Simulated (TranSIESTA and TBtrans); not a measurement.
Run with TranSIESTA and TBtrans (open boundaries, self-consistent; PseudoDojo norm-conserving potentials, scalar-relativistic): PAO.BasisSize DZP, PAO.EnergyShift 0.15 eV, XC.Authors PBE, Mesh.Cutoff 200 Ry, ElectronicTemperature 300 K, TS.Voltage 0.0 eV, TBT.Elecs.Eta 0.001 eV, no spin polarisation.

Junction: Au chain with one bond stretched by 0.6 Å. Leads: straight Au chain, spacing 2.703 Å. Geometry: as built, not relaxed.

### Question
Predict: conductance at 300 K (G0 = 2e²/h); thermopower (μV/K); mean T from −0.5 to 0.5 eV.

### Answer
conductance at 300 K (G0 = 2e²/h): 0.87; thermopower (μV/K): 20; mean T from −0.5 to 0.5 eV: 1.14. The leads' channel count changes near -0.04 eV, within the thermal window, so values at the Fermi level hang on where that band edge falls. The straight chain is held at its spacing; free chains may zigzag or dimerise. No spin-polarised start was tried, so a magnetic state, if there is one, is missed. Spin-orbit coupling, left out here, matters for the heavy atoms.
